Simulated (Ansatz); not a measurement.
Ti on the 1x1 (10-10) surface of wurtzite AlN (cut with top plane Al + N), one in a 2x1 cell, energies for each (31.4 Å²). Energies are against an atom of hcp Ti, without zero-point or thermal terms; each row is named by its start (#2, #3: further inequivalent places of a kind).

Host crystal: wurtzite AlN, with a band gap (PBE, scalar-relativistic without spin-orbit coupling).

These are PBE (plane waves to 420 eV, PAW; Ansatz, a program for electronic structure) values and carry that method's errors.

Set-up: 33 atoms, 8.9 Å thick at the start under the adsorbate (thin: gaps and levels are the slab's own); mesh 3x4x1; 0.01 eV smearing; dipole correction on; 16 atoms held, the rest relaxed; each run with such symmetry as its start has; spin-polarised, no spin-orbit, no U, no dispersion correction.

A negative adsorption energy means that the adsorbate is more stable on the surface than in its reference. Starts that drift may end in the same place. Heights count from the host atoms within 0.3 Å of the top one.

```
starting site                   E_ads (eV)  height (Å)  nearest host atom (Å)   bonded to  change of the vacuum step (eV)  lateral drift (Å)  moment (μB)
------------------------------  ----------  ----------  ---------------------  ----------  ------------------------------  -----------------  -----------
top N                                 1.84        1.71                 N 1.88    4 Al + N                           -0.88                0.7          2.0
top Al                                1.84        1.71                 N 1.88    4 Al + N                           -0.87                2.4          2.0
top Al #2                             1.33        1.32                 N 2.07  5 Al + 2 N                           -0.28                0.1          2.0
hollow Al-Al-N-N                      1.32        1.41                 N 2.04  3 Al + 2 N                           -0.53                0.8          2.0
hollow beside Al                      1.33        1.32                 N 2.08  5 Al + 2 N                           -0.27                1.0          2.0
bridge Al-Al-Al-N (span 3.1 Å)        1.32        1.41                 N 2.04  3 Al + 2 N                           -0.52                0.8          2.0
```
